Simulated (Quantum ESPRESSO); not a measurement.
Equation of state of cubic perovskite BaZrO3 (space group 221): energy against volume (Quantum ESPRESSO, LDA)

```
BaZrO3
1.0
    4.02704     0.00000     0.00000
    0.00000     4.02704     0.00000
    0.00000     0.00000     4.02704
Ba Zr O
1 1 3
Direct
  0.00000   0.00000   0.00000
  0.50000   0.50000   0.50000
  0.50000   0.00000   0.50000
  0.00000   0.50000   0.50000
  0.50000   0.50000   0.00000
```

Method of the run: LDA (PZ), GBRV 1.5 ultrasoft (LDA) pseudopotentials (plane waves; Quantum ESPRESSO). Settings: ecutwfc = 52 Ry; ecutrho = 416 Ry; occupations = smearing; smearing = fd; degauss = 0.000734986 Ry; potentials = {Ba: ba_lda_v1.uspp.F.UPF, Zr: zr_lda_v1.uspp.F.UPF, O: o_lda_v1.2.uspp.F.UPF}; K_POINTS = automatic 8 8 8 0 0 0; conv_thr = 1e-10 Ry; mixing_beta = 0.7. The cell above is the first row's. The rows scale it uniformly. In all rows fractional positions and the k mesh are held. E is the free energy at the stated smearing, counted from the lowest row.

```csv
V (Å^3/atom),E (meV/atom)
13.061,?
13.345,41.86
13.629,20.14
13.913,6.47
14.197,0.00
14.481,0.03
14.765,5.90
15.049,16.95
15.333,32.73
```

Task: Using the third-order Birch-Murnaghan form, a cubic in V^(-2/3), estimate the missing E at V = 13.061 from the other rows, showing the fit.

Result: With u = V^(-2/3) - 0.170, the rows have u = 0.007741, 0.005263, 0.002870, 0.000557, -0.001681, -0.003846, -0.005943, -0.007975. Least squares gives E = -0.558 + 676.84·u + 614453·u² + 777769·u³. Residuals (row less fit): -0.002, 0.003, 0.006, -0.010, -0.007, 0.017, -0.008, 0.001; standard error 0.012 (degrees of freedom: 4). Its minimum lies at u = -0.000551, so V0 = (0.169449)^(-3/2) = 14.34. There d²E/du² = 1226000 and d³E/du³ = 4667000, so B0 = (4/9) × 14.34^(-7/3) × 1226000 × 0.160218 = 175 GPa (the last factor turns the table's units into GPa), and B0' = 4 + (2/3) × 0.169449 × (4667000)/1226000 = 4.4. The program's pressures in the fitted runs (not shown) pass through zero at V = 14.32, 0.12 % from this V0. At the withheld row, u = 0.010308, so E = -0.558 + 676.84 × 0.010308 + 614453 × 0.010308² + 777769 × 0.010308³ = 72.559 meV/atom. The calculation gives 72.54 meV/atom, 0.019 meV/atom below the prediction (under 0.05 % of the range of E in the table). The row lies outside the fitted rows, so this is an extrapolation. From the scatter of the fitted rows alone, a prediction at this place has a standard error of 0.034 meV/atom, so the miss is 0.6 times that.

Carrying the step between the two nearest rows on in a straight line would have given 63.58, off by 8.96; series whose last step already gives the withheld value aren't shown. The scan was laid around a cell of about the measured size, scaled by a guess for this functional. The runs keep the symmetry of the cell, so they don't test it for distortions. Spin-orbit coupling is off. Cutoffs and mesh are single choices, not tested for convergence of this quantity. Series with a scatter that would blur these digits, or in which a gap closes, are not shown. Nor are scans whose minimum lies at an end fitted in this form.
